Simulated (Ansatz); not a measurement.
The parent structure is Mg$_{2}$Si (space group Fm-3m, No. 225; a = 6.326 Å). Axes: x, y, z lie along the cube axes.

Perturbation: uniaxial strain ε_zz = +0.60 %, all other strain components held at zero, atoms relaxed at fixed cell.

The values are results of Kohn–Sham DFT with the PBEsol functional, run in Ansatz (a program for electronic structure) with PAW and 420 eV plane waves, spin-orbit coupling left out, not measurements.

### Question
Give the band edges at the high-symmetry points of the new zone, measured from its valence-band maximum.

### Answer
```json
[
 {"point": "Γ", "valence edge (eV)": "0.00", "conduction edge (eV)": "1.83"},
 {"point": "X", "valence edge (eV)": "-1.97", "conduction edge (eV)": "0.11"},
 {"point": "P", "valence edge (eV)": "-2.71", "conduction edge (eV)": "2.58"},
 {"point": "N", "valence edge (eV)": "-0.69", "conduction edge (eV)": "1.25"},
 {"point": "M", "valence edge (eV)": "-1.94", "conduction edge (eV)": "0.13"},
 {"point": "S", "valence edge (eV)": "-1.61", "conduction edge (eV)": "0.68"},
 {"point": "S₀", "valence edge (eV)": "-1.61", "conduction edge (eV)": "0.68"},
 {"point": "R", "valence edge (eV)": "-2.70", "conduction edge (eV)": "2.62"},
 {"point": "G", "valence edge (eV)": "-2.70", "conduction edge (eV)": "2.62"}
]
```

The gap is 0.11 eV, indirect, Γ → X.

Whether these cells are dynamically stable was not tested. The zero or small gap of Mg2Si can change with the level of theory. Labels are those of the standard path for the cell's own space group.
